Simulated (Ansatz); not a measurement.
Results of r²SCAN0 (Ansatz, a program for electronic structure, plane waves, PAW) for AlB2-type TiB₂.

Input file:

Ansatz 0.2 input:
```yaml
crystal:
  lattice:
    - [1.5044017202, -2.6057002143, 0.0]
    - [1.5044017202, 2.6057002143, 0.0]
    - [0.0, 0.0, 3.2010044608]
  atoms:
    - { symbol: Ti, position: [0.0, 0.0, 0.0] }
    - { symbol: B, position: [0.3333333333, 0.6666666667, 0.5] }
    - { symbol: B, position: [0.6666666667, 0.3333333333, 0.5] }
basis:
  ecutwfc: 520
  ecutrho_ratio: 4
  xc_grid: 3
kpoints:
  mp_grid: { grid: [12, 12, 8] }
hamiltonian:
  xc: r2scan0
  dispersion: none
  pseudopotentials: { kind: paw }
scf:
  occupations: { method: fermi_dirac, width: 0.05 }
  convergence: { dr2_threshold: 0.0000000003 }
output:
  forces: true
  stress: true
  eigenvalues: true
```

Output (set-up and result lines):

```
WARN output.stress: scf.exx.energy_threshold = 1e-6 eV is looser than the 3e-8 eV advised for a stress under a hybrid functional (1e-8 eV for each atom of the …
Crystal: 3 atoms, lattice volume = 25.096 Å³
Basis set: ecut = 520 eV, 647 PW (Γ), exchange–correlation on 72×72×72 points (27 copies of the dense FFT grid, shifted against one another)
Bands: 13, of which v1, the nominal top of the filled ones, is band 9 counted from 1 (8 counted from 0)
Symmetry: 24 space group operations
Space group: P6/mmm (ITA 191), of the structure as read, at distance tolerance 2.9e-5 Å
k-points: 95 of 1152
Functional: x = r2scan, c = r2scan; τ floored in thin density (d = 2e-4 eV/Å³), warm-up for x = 0.75 r2scan + 0.25 exact, c = r2scan; τ floored in thin density (d = 2e-4 eV/Å³)
SCF iter   1: F=—  HF=-2820.772026 eV  |F-HF|=—  |Δ(HF+E_count)|=         —  Δρ=1.39e-2  dr2=4.63e-2  dr2_τ=3.07e-1
SCF iter   2: F=—  HF=-2820.836496 eV  |F-HF|=—  |Δ(HF+E_count)|=   6.45e-2  Δρ=4.71e-3  dr2=3.18e-3  dr2_τ=6.30e-4
  ...
SCF 1 converged in 9 iterations: F = -2820.837280 eV  dr2 = 9.84e-11
Crystal: 3 atoms, lattice volume = 25.096 Å³
Initial density: handed on by an earlier stage of this run
Functional: x = 0.75 r2scan + 0.25 exact, c = r2scan; τ floored in thin density (d = 2e-4 eV/Å³)
SCF 2 converged in 7 iterations: F = -2819.461191 eV  dr2 = 6.69e-11
Crystal: 3 atoms, lattice volume = 25.096 Å³
Crystal: 3 atoms, lattice volume = 25.096 Å³
SCF iter   9: F=—  HF=-2819.471785 eV  |F-HF|=—  |Δ(HF+E_count)|=  3.13e-10  Δρ=1.64e-6  dr2=9.70e-10  dr2_τ=4.70e-11
SCF iter  10: F=-2819.471785 eV  HF=-2819.471785 eV  |F-HF|=9.09e-13  |Δ(HF+E_count)|=  3.67e-10  Δρ=1.01e-7  dr2=1.13e-11  dr2_τ=3.88e-13
SCF 4 converged in 10 iterations: F = -2819.471785 eV  dr2 = 1.13e-11
Free energy (F): -2819.471786 eV
Internal energy: -2819.470947 eV  (E = F + TS)
E sigma→0 (E₀):  -2819.471366 eV
Fermi energy:    15.900206 eV
--- Forces (eV/Å), atoms counted from 1 ---
  atom   1  Ti     0.00000000     0.00000000     0.00000000
  atom   2  B     -0.00000000    -0.00000000     0.00000000
  atom   3  B     -0.00000000     0.00000000     0.00000000
--- Stress (GPa, compression-positive) ---
       -0.003573       0.000000      -0.000000
        0.000000      -0.003573       0.000000
       -0.000000       0.000000      -0.000933
  P = ⅓ Tr σ = -0.0027 GPa (-0.027 kbar)
```

The PAW data were made under PBE.

Note: the run has no spin polarisation, so it can have missed a magnetic state. Note: the run warned that the count of filled bands differs between k points.

Computing time: roughly 2.7 core-minutes.
